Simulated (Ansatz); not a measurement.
## Carrier properties of ZnSe under load (space group I-4m2)

Input:

```
ZnSe
1.0
    0.00000     2.87757     2.74308
    2.87757     0.00000     2.74308
    2.87757     2.87757     0.00000
Zn Se
1 1
Cartesian
  0.00000   0.00000   0.00000
  1.43878   1.43878   1.37154
```

Calculation: r2SCAN with spin-orbit coupling, rigid bands (plane waves, PAW; Ansatz, a first-principles code). Condition of this run: biaxial stress in (001) of -1.6 GPa (compression positive) (the target of the relaxation). How the cell was made: cell and atoms relaxed with PBEsol, then loaded as said.

```
Item                                                                    Value
--------------------------------------------  -------------------------------
band gap                                                              1.68 eV
electron conductivity mass (300 K, dilute)                           0.132 mₑ
hole conductivity mass (300 K, dilute)        0.67 (x), 0.67 (y), 0.37 (z) mₑ
effective density of states N_c (300 K)                           1.2e18 cm⁻³
effective density of states N_v (300 K)                           8.2e18 cm⁻³
density-of-states mass, electrons                                    0.130 mₑ
density-of-states mass, holes                                         0.47 mₑ
Seebeck coefficient, n-type 1e19 cm⁻³, 300 K                         -81 μV/K
Seebeck coefficient, p-type 1e19 cm⁻³, 300 K                         240 μV/K
```

Rigid bands; masses and Seebeck coefficients take one relaxation time τ for all states and one kind of carrier; polarons and phonon drag are left out. Geometry: cell and atoms relaxed with PBEsol.
